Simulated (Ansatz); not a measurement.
Worked example: self-consistent single point of LuAu4 (I4, 5 atoms in the cell) in Ansatz (a program for electronic structure).

Method: LDA (PW92), default PAW files made with PBE (plane waves; Ansatz).

The change in words: lattice scaled by 0.98; basis.ecutwfc: 420 eV → 840 eV. Reference geometry:
```
CELL_PARAMETERS angstrom
     -3.33299     3.33299     2.06013
      3.33299    -3.33299     2.06013
      3.33299     3.33299    -2.06013
ATOMIC_POSITIONS crystal
  Lu 0.01213 0.01213 0.00000
  Au 0.20015 0.39883 0.59898
  Au 0.79985 0.60117 0.40102
  Au 0.39883 0.79985 0.19868
  Au 0.60117 0.20015 0.80132
```

Reference input (self-consistent single point, DFT, LDA (PW92), plane waves, default PAW files made with PBE): basis.ecutwfc = 420 eV; kpoints.mp_grid.grid = 5 5 5; hamiltonian.xc = lda; hamiltonian.pseudopotentials = {kind: paw} (the program's default PAW files); scf.occupations.method = fermi_dirac; scf.occupations.width = 0.1 eV. This run's input differs from it in these lines:

Ansatz 0.2 input:
```diff
@@ -2,5 +2,5 @@
   lattice:
-    - [-3.33299100, 3.33299100, 2.06012600]
-    - [3.33299100, -3.33299100, 2.06012600]
-    - [3.33299100, 3.33299100, -2.06012600]
+    - [-3.26633100, 3.26633100, 2.01892300]
+    - [3.26633100, -3.26633100, 2.01892300]
+    - [3.26633100, 3.26633100, -2.01892300]
   atoms:
@@ -12,3 +12,3 @@
 basis:
-  ecutwfc: 420.0
+  ecutwfc: 840.0
 kpoints:
```

Log, with long lists cut:

```
SCF iter   1: F=—  HF=-65955.961341 eV  |F-HF|=—  |Δ(HF+E_count)|=         —  Δρ=7.37e-3  dr2=4.17e-2  ethr=1.77e-3  ⟨swp⟩=5.8  Hψ=4840  notcnv=0
all-band conjugate gradients solve this SCF's bands
preconditioner: auto → Kerker (q_TF=auto, 2.802 Å⁻¹)
SCF iter   2: F=—  HF=-65955.951581 eV  |F-HF|=—  |Δ(HF+E_count)|=   9.76e-3  Δρ=3.54e-3  dr2=7.61e-3  ethr=4.13e-5  ⟨swp⟩=2.0  Hψ=2258  notcnv=0  defer=1
   [... lines left out ...]
SCF iter   4: F=—  HF=-65955.949484 eV  |F-HF|=—  |Δ(HF+E_count)|=   6.67e-4  Δρ=6.80e-4  dr2=2.28e-4  ethr=7.30e-7  ⟨swp⟩=2.3  Hψ=1990  notcnv=0  defer=1
SCF iter   5: F=—  HF=-65955.949432 eV  |F-HF|=—  |Δ(HF+E_count)|=   5.22e-5  Δρ=1.40e-4  dr2=2.20e-5  ethr=2.25e-7  ⟨swp⟩=2.0  Hψ=2181  notcnv=0  defer=1
SCF iter   6: F=—  HF=-65955.949385 eV  |F-HF|=—  |Δ(HF+E_count)|=   4.68e-5  Δρ=6.72e-5  dr2=3.70e-6  ethr=2.18e-8  ⟨swp⟩=2.0  Hψ=1952  notcnv=0  defer=1
SCF iter   7: F=-65955.949383 eV  HF=-65955.949383 eV  |F-HF|=9.22e-8  |Δ(HF+E_count)|=   1.33e-6  Δρ=7.95e-6  dr2=8.42e-8  ethr=9.90e-11  ⟨swp⟩=10.0  Hψ=7992  notcnv=0
SCF 1 converged in 7 iterations: F = -65955.949383 eV  dr2 = 8.42e-8
Free energy (F): -65955.949383 eV
Internal energy: -65955.913718 eV  (E = F + TS)
E sigma→0 (E₀):  -65955.931551 eV
Entropy (-TS):   -0.035665 eV (-7.133 meV/atom)
Fermi energy:    21.064826 eV
--- Forces (eV/Å), atoms counted from 1 ---
  atom   1  Lu     0.00000000     0.00000000    -0.47900736
  atom   2  Au     0.00880611    -0.04801734     0.11977052
  atom   3  Au    -0.00880611     0.04801734     0.11977052
  atom   4  Au     0.04801734     0.00880611     0.11977052
  atom   5  Au    -0.04801734    -0.00880611     0.11977052
--- Stress (GPa, compression-positive) ---
        2.044064       0.000000       0.000000
       -0.000000       2.044064       0.000000
        0.000000       0.000000       3.281387
  P = ⅓ Tr σ = 2.4565 GPa (24.565 kbar)
  The stress holds the Pulay correction. Without it, at fixed plane waves, as pw.x and ABINIT print it: P = 2.4557 GPa
```

The run converged in 7 iterations. Against the reference run the free energy goes down by 17.4 meV/atom, the pressure goes from -6.65 to 2.46 GPa and the largest force goes from 0.376 to 0.479 eV/Å.

The starting cell comes from a database of computed structures (which also holds hypothetical and non-ambient phases and stackings), without a prior relaxation at this level. Its lattice was rescaled by up to half a per cent. One atom was moved a little off its site on purpose. For this run, on top of that: lattice scaled by 0.98. Ansatz's pressure includes its estimate of the finite-basis (Pulay) stress.
